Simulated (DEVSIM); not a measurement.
Device: illuminated Si p-on-n cell, one wavelength, with a back-surface field, at 300 K.

| layer (left to right) | material | thickness (μm) | Nd (cm⁻³) | Na (cm⁻³) | τn (s) | τp (s) | absorption coefficient (cm⁻¹) |
|---|---|---|---|---|---|---|---|
| 1 | Si | 0.0720 | - | 7.3e18 | 9.6e-6 | 6.1e-6 | 400 |
| 2 | Si | 94.0 | 4.4e15 | - | 3.2e-5 | 3.2e-5 | 400 |
| 3 | Si | 0.140 | 2.1e18 | - | 3.2e-5 | 3.2e-5 | 400 |

Left contact: ohmic, minority electron recombination velocity 1e5 cm/s. Right contact: ohmic, minority hole recombination velocity 1e5 cm/s. Voltage is applied to the left contact. Recombination: SRH at mid-gap, radiative, Auger. Light enters at the left, 8.6e17 photons cm⁻² s⁻¹, one pass, no reflection. Mobility is μmin + (μ − μmin)/(1 + (N/Nref)^α).

This is a model device: material constants are rounded textbook-type values typed into the input, and sizes, dopings and lifetimes were drawn at random. Values at 300 K; Nc and Nv go as T^1.5, mobilities as T to minus their exponent, the gap by Varshni's rule with the affinity fixed.

| parameter | Si |
|---|---|
| gap (eV) | 1.124 |
| affinity (eV) | 4.05 |
| permittivity | 11.7 |
| Nc (cm⁻³) | 2.86e19 |
| Nv (cm⁻³) | 3.1e19 |
| μn (cm²/Vs) | 1417 |
| μp (cm²/Vs) | 470 |
| μn,min | 52 |
| μp,min | 45 |
| Nref,n | 9.7e16 |
| Nref,p | 2.2e17 |
| αn | 0.68 |
| αp | 0.72 |
| T exponent of μn | 2.3 |
| T exponent of μp | 2.2 |
| B (cm³/s) | 4.7e-15 |
| Cn (cm⁶/s) | 2.8e-31 |
| Cp (cm⁶/s) | 9.9e-32 |
| Varshni α (eV/K) | 0.000473 |
| Varshni β (K) | 636 |

Simulated with DEVSIM: 1D drift-diffusion, Boltzmann statistics, complete ionisation; no tunnelling, impact ionisation, image-force lowering or self-heating.

Base results: open-circuit voltage (V) 0.654; potential step across the device at zero bias (V) 1.019; share of generated pairs collected at short circuit 0.941; largest power (mW/cm²) 68.4.

**Question.** What follows from this one change: temperature 300 → 450 K?

**Answer.** open-circuit voltage 0.654 → 0.331 V; potential step across the device at zero bias 1.019 → 0.877 V; share of generated pairs collected at short circuit 0.941 → 0.916; largest power 68.4 → 26.0 mW/cm².

**Question.** What follows from this one change: doping Nd of layer 2 4.4e+15 → 1.3e+15 cm^-3?

**Answer.** open-circuit voltage little changed (0.650 V); potential step across the device at zero bias little changed (1.019 V); share of generated pairs collected at short circuit 0.941 → 0.961; largest power 68.4 → 67.4 mW/cm².

**Question.** What follows from this one change: photon flux 8.6e+17 → 2.6e+18 cm^-2 s^-1?

**Answer.** open-circuit voltage 0.654 → 0.688 V; potential step across the device at zero bias little changed (1.019 V); share of generated pairs collected at short circuit little changed (0.945); largest power 68.4 → 219 mW/cm².
